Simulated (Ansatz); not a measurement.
L1₀ (CuAu-type) CuAu, relaxed in Ansatz (plane waves) with several semilocal functionals. Each gives its own volume and its own bulk modulus:

```tsv
level	V0 (Å³/atom)	bulk modulus B0 (GPa)	ln V0	ln B0
LDA	13.778	189.8	2.6231	5.2460
r²SCAN	14.530	156.8	2.6762	5.0550
PBE	15.003	140.0	2.7083	4.9416
```

Task: Fit a straight line to ln B0 against ln V0. What does it predict for PBEsol, whose volume is 14.212 Å³/atom?

Result: With x = ln V0 and y = ln B0: means 2.66920 and 5.08087; Σ(Δx Δy) = -0.01324, Σ(Δx²) = 0.003703, so the slope is -3.58. At x = 2.6541 the line gives y = 5.08087 + (-3.58) × (2.6541 − 2.66920) = 5.1349, or 169.8 GPa. The run with PBEsol gives 170.6 GPa, +0.5 % from the line. The rows used scatter about it by up to 0.1 %, while the largest value lies 36 % above the smallest. For comparison, PBE's own equation of state has B′ = 5.5, the slope −d ln B/d ln V at a fixed functional; the two needn't agree, since functionals also differ at one volume.

Ansatz's density-functional and Hartree–Fock values are scalar-relativistic unless marked +SOC, with PAW data made under PBE.

Ansatz is an electronic-structure program.
